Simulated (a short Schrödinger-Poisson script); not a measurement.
System: MOS inversion layer, SiO2 on p-type Si(111), at 300 K.

From the gate side: 3.9 nm SiO2; 450 nm Si, acceptors 9.1e17 cm⁻³.

The device is made up for the run: typed textbook-type constants, with dimensions and the other settings drawn at random. SiO2: permittivity 3.9, conduction-band edge (eV) 3.15, gap (eV) 9, electron mass (mₑ) 0.5. Si: permittivity 11.7, conduction-band edge (eV) 0, gap (eV) 1.124, Nv at 300 K (cm⁻³) 3.1e19.

Channel valleys (confinement mass, in-plane density-of-states mass, number): Δ6 0.258, 0.358, 6. At the gate the conduction-band edge of layer 1 lies 3.21 eV − eVg above the Fermi level of the channel; the field vanishes at the back. Gaps are held at their typed values at every temperature. Mesh 0.03 nm at interfaces.

Solved with a short Schrödinger-Poisson script written for these runs: 1D Poisson equation in equilibrium, electrons quantum, Hartree (BenDaniel-Duke, 12 states a valley, the channel's in-plane mass for all, wave functions ending at the dielectric), parabolic valleys, classical holes, full ionisation, no traps, pinning or gate leakage.

| Vg (V) | electrons (cm⁻²) | C (μF/cm²) | Δ6 E0 (meV from the Fermi level) |
|---|---|---|---|
| 0.6 | 3.15e9 | 0.224 | 230.5 |
| 0.75 | 1.10e11 | 0.426 | 138.5 |
| 0.9 | 5.61e11 | 0.641 | 96.1 |
| 1.05 | 1.17e12 | 0.705 | 76.7 |
| 1.2 | 1.83e12 | 0.733 | 64.7 |
| 1.35 | 2.52e12 | 0.748 | 56.1 |
| 1.5 | 3.22e12 | 0.758 | 49.4 |
| 1.65 | 3.93e12 | 0.765 | 43.8 |
| 1.8 | 4.65e12 | 0.771 | 39.0 |
| 1.95 | 5.38e12 | 0.776 | 34.9 |
| 2.1 | 6.10e12 | 0.780 | 31.1 |
| 2.25 | 6.84e12 | 0.783 | 27.8 |
| 2.4 | 7.57e12 | 0.786 | 24.7 |
| 2.55 | 8.31e12 | 0.788 | 21.9 |
| 2.7 | 9.05e12 | 0.791 | 19.2 |
| 2.85 | 9.79e12 | 0.793 | 16.7 |

Gate voltages with under 1e9 electrons/cm² are left out.

At Vg = 2.85 V the lowest Δ6 subband lies at 16.7 meV from the Fermi level. How many electrons does it hold, and what share of all?

The two-dimensional density of states is g m/(πħ²) = 8.97e11 cm⁻² meV⁻¹ (both spins), kT = 25.9 meV, so n = D kT ln(1 + exp(−E/kT)) = 9.77e12 cm⁻², 1.00 of the 9.79e12 cm⁻² in all.

Compare the slope of the sheet density between 2.55 and 2.85 V with the geometric capacitance of the layers between gate and channel.

q Δn/ΔV = 0.790 μF/cm²; ε0/Σ(t/ε) = 0.885 μF/cm². The ratio is 0.89: the channel acts as a further capacitance in series.
